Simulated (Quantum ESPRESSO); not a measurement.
# How a calculation on ZnCu (Cmmm, 2 atoms in the cell) responds to its settings

```
ZnCu
1.0
    1.45977    -2.08098     0.00000
    1.45977     2.08098     0.00000
    0.00000     0.00000     4.06208
Zn Cu
1 1
Direct
  0.50000   0.50000   0.50000
  0.00000   0.00000   0.00000
```

Base run A: LDA (PZ), PSlibrary ultrasoft (LDA) pseudopotentials (Quantum ESPRESSO 7.5), self-consistent single point.

Its settings: ecutwfc = 55 Ry; ecutrho = 330 Ry; occupations = smearing; smearing = marzari-vanderbilt; degauss = 0.0073499 Ry; potentials = {Zn: Zn.pz-dn-rrkjus_psl.1.0.0.UPF, Cu: Cu.pz-dn-rrkjus_psl.1.0.0.UPF}; K_POINTS = automatic 15 15 9 0 0 0; conv_thr = 1e-09 Ry; mixing_beta = 0.7.

The starting cell comes from a database of computed structures (which also holds hypothetical and non-ambient phases and stackings), without a prior relaxation at this level. Its lattice was rescaled by a random factor within 2.5 % of one. Spin polarisation is off. In the base run, with a pressure of about -7 GPa the cell is away from its equilibrium volume at this level.

ΔF is the free energy per atom less that of run A. 

Run A gave: pressure (GPa) -6.85; k-points 320.

Runs:
- B: K_POINTS = automatic 11 11 7 1 1 1
- C: K_POINTS = automatic 13 13 8 1 1 1
- D: K_POINTS = automatic 15 15 9 1 1 1
- E: K_POINTS = automatic 18 18 11 1 1 1
- F: K_POINTS = automatic 15 15 9 0 0 1

**Question.** What does run F change against A?

**Answer.** The free energy stays essentially unchanged (within 1 meV/atom) and the pressure goes from -6.85 to -6.96 GPa.

**Question.** What does run D change against A?

**Answer.** The free energy drops by 3.3 meV/atom and the pressure stays near -6.88 GPa while the yy stress (positive for compression) goes from -7.97 to -7.07 GPa.

**Question.** What does run C change against A?

**Answer.** The free energy falls by 1.7 meV/atom and the pressure stays near -6.85 GPa while the zz stress (positive for compression) goes from -6.93 to -7.94 GPa.

```
run  ΔF (meV/atom)  pressure (GPa)  k-points
---  -------------  --------------  --------
A             0.00           -6.85       320
B             1.94           -6.88       144
C            -1.66           -6.85       196
D             -3.3           -6.88       320
E            -0.56           -6.84       540
F            -0.66           -6.96       320
```
